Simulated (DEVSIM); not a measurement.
Device: abrupt Si n-p junction, at 300 K.

```
layer (left to right)  material  thickness (μm)  Nd (cm⁻³)  Na (cm⁻³)  τn (s)  τp (s)
---------------------  --------  --------------  ---------  ---------  ------  ------
1                            Si            28.0     3.6e18          -  2.4e-7  2.4e-7
2                            Si             150          -       7e15  2.4e-7  2.4e-7
```

Left contact: ohmic. Right contact: ohmic. Voltage is applied to the left contact. Recombination: SRH at mid-gap, radiative. Mobility is μmin + (μ − μmin)/(1 + (N/Nref)^α).

The device is made up for the run: typed textbook-type constants, with dimensions and the other settings drawn at random. Values at 300 K.

| parameter | Si |
|---|---|
| gap (eV) | 1.124 |
| affinity (eV) | 4.05 |
| permittivity | 11.7 |
| Nc (cm⁻³) | 2.86e19 |
| Nv (cm⁻³) | 3.1e19 |
| μn (cm²/Vs) | 1417 |
| μp (cm²/Vs) | 470 |
| μn,min | 52 |
| μp,min | 45 |
| Nref,n | 9.7e16 |
| Nref,p | 2.2e17 |
| αn | 0.68 |
| αp | 0.72 |
| B (cm³/s) | 4.7e-15 |

Simulated with DEVSIM: 1D drift-diffusion, Boltzmann statistics, complete ionisation; no tunnelling, impact ionisation, image-force lowering or self-heating.

Tabulate band edges, carrier densities and field at -0.9 V on the left contact.

Energies count from the Fermi level of the right contact; mesh points crowd at the junctions.

| x (μm) | Ec (eV) | Ev (eV) | n (cm⁻³) | p (cm⁻³) | field (V/cm) |
|---|---|---|---|---|---|
| 0.000 | 0.954 | -0.170 | 3.6e18 | < 1e2 | ≈ 0 |
| 0.06100 | 0.954 | -0.170 | 3.6e18 | 6.8e9 | ≈ 0 |
| 0.2767 | 0.954 | -0.170 | 3.6e18 | 3.1e10 | ≈ 0 |
| 1.040 | 0.954 | -0.170 | 3.6e18 | 1.2e11 | ≈ 0 |
| 5.632 | 0.954 | -0.170 | 3.6e18 | 6.9e11 | ≈ 0 |
| 17.90 | 0.953 | -0.171 | 3.6e18 | 4.4e12 | ≈ 0 |
| 25.16 | 0.953 | -0.171 | 3.6e18 | 1.1e13 | ≈ 0 |
| 27.49 | 0.953 | -0.171 | 3.6e18 | 1.5e13 | ≈ 0 |
| 27.87 | 0.953 | -0.171 | 3.6e18 | 1.6e13 | ≈ 0 |
| 27.98 | 0.953 | -0.171 | 3.6e18 | 1.6e13 | 12 |
| 28.02 | 1.064 | -0.060 | 5.0e16 | 1.2e15 | 20000 |
| 28.21 | 1.123 | -0.001 | 4.9e15 | 1.2e16 | 43 |
| 28.81 | 1.123 | -0.001 | 4.8e15 | 1.2e16 | ≈ 0 |
| 30.94 | 1.123 | -0.001 | 4.5e15 | 1.2e16 | ≈ 0 |
| 43.76 | 1.116 | -0.008 | 3.1e15 | 1.0e16 | ≈ 0 |
| 83.92 | 1.075 | -0.049 | 1.1e15 | 8.1e15 | -13 |
| 148.7 | 0.966 | -0.158 | 3.4e14 | 7.3e15 | -19 |
| 169.7 | 0.924 | -0.200 | 1.5e14 | 7.2e15 | -21 |
| 176.5 | 0.910 | -0.214 | 3.5e13 | 7.0e15 | -21 |
| 177.6 | 0.908 | -0.216 | 1.0e13 | 7.0e15 | -22 |
| 177.9 | 0.907 | -0.217 | 2.4e12 | 7.0e15 | -22 |
| 178.0 | 0.907 | -0.217 | 17000 | 7.0e15 | -22 |
